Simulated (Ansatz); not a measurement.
The starting structures come from a database of crystals and need not be the phases stable at ambient conditions.

Tunnelling through a barrier is set by its complex band structure: the current falls as exp(−2κd) with the smallest κ.

```
CELL_PARAMETERS angstrom
      4.21102     0.00000     0.00000
      0.00000    13.03655    -0.04290
      0.00000     4.64480     6.22183
ATOMIC_POSITIONS crystal
  H  0.75000 0.39008 0.91553
  H  0.25000 0.60992 0.08447
  H  0.25000 0.89008 0.30430
  H  0.75000 0.10992 0.69570
  Pb 0.75000 0.08196 0.10376
  Pb 0.25000 0.91804 0.89624
  Pb 0.25000 0.58196 0.73233
  Pb 0.75000 0.41804 0.26767
  I  0.25000 0.32165 0.72657
  I  0.75000 0.67835 0.27343
  I  0.75000 0.82165 0.63013
  I  0.25000 0.17835 0.36987
  O  0.75000 0.46478 0.91611
  O  0.25000 0.53522 0.08389
  O  0.25000 0.96478 0.15433
  O  0.75000 0.03522 0.84567
```

Space group of this cell: Pnma. The cell was relaxed by PBE-D3(BJ); by PBEsol its mean pressure is -0.9 GPa.

Transport runs along the normal of the first two printed cell vectors.

The gap is the functional's own, uncorrected, and κ follows it; spin-orbit coupling is left out. Mid-gap values are interpolated between the computed energies.

### Question
Compute, with PBEsol run with Ansatz (an electronic-structure program), the band gap and the smallest decay constant κ at mid-gap.

### Answer
Gap 2.74 eV on a 8×6×6 mesh; κ = 0.262 1/Å, at (0.250, 0.250) of the in-plane reciprocal vectors. At the zone centre, at the nearest computed energy, the slowest state has κ = 0.30 1/Å.
